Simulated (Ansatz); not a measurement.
The starting structures come from a database of crystals and need not be the phases stable at ambient conditions.

 Where the default PAW files enter, the runs use the earlier of Ansatz's two default sets.

Tunnelling through a barrier is set by its complex band structure: the current falls as exp(−2κd) with the smallest κ.

Here is the system:

```
Na2PtH6
1.0
    5.13263     0.00000     0.00000
    0.00000     7.25863     0.00000
    2.56631     3.62932     2.56631
Na H Pt
2 6 1
Cartesian
  2.56631   5.44397   0.00000
  2.56631   1.81466   0.00000
  0.00000   1.63711   0.00000
  0.00000   5.62152   0.00000
  1.40870   3.62932   1.40870
  1.15761   7.25863   1.15761
  3.72393   3.62932   1.40870
  3.97501   7.25863   1.15761
  0.00000   0.00000   0.00000
```

Space group of this cell: Fm-3m. The cell is taken as given.

Transport runs along the normal of the first two printed cell vectors, the (110) plane of the conventional cell.

No gap correction and no spin-orbit coupling; mid-gap values are interpolated between computed energies.

Task: Estimate the band gap and the smallest decay constant κ at mid-gap that r2SCAN in Ansatz (a program for electronic structure) returns for this system.

Result: Gap 3.96 eV on a 12×12×12 mesh; κ = 0.330 1/Å, at the zone centre.
